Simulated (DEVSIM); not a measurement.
Structure: Si p+/n-/n+ power diode, at 300 K.

Layer 1 from the left is Si, thickness (μm) 4.70, Na (cm⁻³) 5.4e18, τn (s) 0.0001, τp (s) 0.0001. Layer 2 from the left is Si, thickness (μm) 5.90, Nd (cm⁻³) 4.5e14, τn (s) 0.0001, τp (s) 0.0001. Layer 3 from the left is Si, thickness (μm) 5.10, Nd (cm⁻³) 3.4e18, τn (s) 0.0001, τp (s) 0.0001.

Left contact: ohmic. Right contact: ohmic. Voltage is applied to the left contact. Recombination: SRH at mid-gap, Auger. Mobility is μmin + (μ − μmin)/(1 + (N/Nref)^α).

This is a model device: material constants are rounded textbook-type values typed into the input, and sizes, dopings and lifetimes were drawn at random. Values at 300 K.

Si: gap (eV) 1.124, affinity (eV) 4.05, permittivity 11.7, Nc (cm⁻³) 2.86e19, Nv (cm⁻³) 3.1e19, μn (cm²/Vs) 1417, μp (cm²/Vs) 470, μn,min 52, μp,min 45, Nref,n 9.7e16, Nref,p 2.2e17, αn 0.68, αp 0.72, Cn (cm⁶/s) 2.8e-31, Cp (cm⁶/s) 9.9e-32.

Model (solved in DEVSIM): 1D drift-diffusion, Boltzmann statistics, complete ionisation; no tunnelling, impact ionisation, image-force lowering or self-heating.

Task: What does the simulation give for the dark forward voltage at 100 A/cm², the potential step across the device at zero bias, the dark forward voltage at 1 A/cm²?

Result: dark forward voltage at 100 A/cm² 0.908 V; potential step across the device at zero bias 1.024 V; dark forward voltage at 1 A/cm² 0.788 V.
